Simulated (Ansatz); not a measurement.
The starting structures come from a database of crystals and need not be the phases stable at ambient conditions.

## Evanescent states of BiTeBr (P3m1, not sure to be the ambient phase, 3 atoms a cell, 34.2 Å³ an atom) along the normal of (100)

Method: r2SCAN (plane waves, PAW; Ansatz, an electronic-structure program).

The gap is the functional's own. No spin-orbit coupling. Mid-gap values are interpolated on the energy grid.

Energies count from the valence-band top; κ is the least over a 8×6 mesh across the current.

```
E (eV)  κ (1/Å)  where
------  -------  -----
0.04      0.067  off Γ
0.12      0.097  off Γ
0.20      0.112  off Γ
0.28      0.119  off Γ
0.36        ___  off Γ
0.44        ___  off Γ
0.52        ___  off Γ
0.60        ___  off Γ
0.68        ___  off Γ
0.76        ___  off Γ
0.84        ___  off Γ
0.92        ___  off Γ
1.00        ___  off Γ
1.08      0.100  off Γ
1.16      0.088  off Γ
1.24      0.072  off Γ
1.32      0.049  off Γ
```

Fill in the missing entries.


- 0.36, κ (1/Å): 0.125
- 0.44, κ (1/Å): 0.130
- 0.52, κ (1/Å): 0.133
- 0.60, κ (1/Å): 0.136
- 0.68, κ (1/Å): 0.137
- 0.76, κ (1/Å): 0.138
- 0.84, κ (1/Å): 0.130
- 0.92, κ (1/Å): 0.120
- 1.00, κ (1/Å): 0.111
